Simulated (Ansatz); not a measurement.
## Al2O3: response to strain

The parent structure is Al2O3 in the corundum structure (space group R-3c, No. 167; a = 4.8088 Å, c = 13.1238 Å (hexagonal axes)). Axes: x lies along a and z along c of the hexagonal cell.

Strains are applied to the cell and any free atomic positions relax; under biaxial strain the out-of-plane vector relaxes too.

Method: PBE (Ansatz, a program for electronic structure; PAW; 420 eV plane waves; no spin-orbit coupling).

```tsv
biaxial strain, plane normal [001], relaxed out of plane (%)	out-of-plane strain (%)
-3	1.46
-2.25	1.09
-1.5	?
-0.75	0.36
0	0.00
```

Fit ε⊥ = −νε + γε² (strains in %) to the rows shown and predict the withheld row.

Least squares on the printed values gives ν = 0.48 (the biaxial Poisson response) and γ = 0.003 (largest residual 0.00 %); this predicts 0.72 %, and the run gives 0.72 %, in agreement.

No phonon test of stability was made.
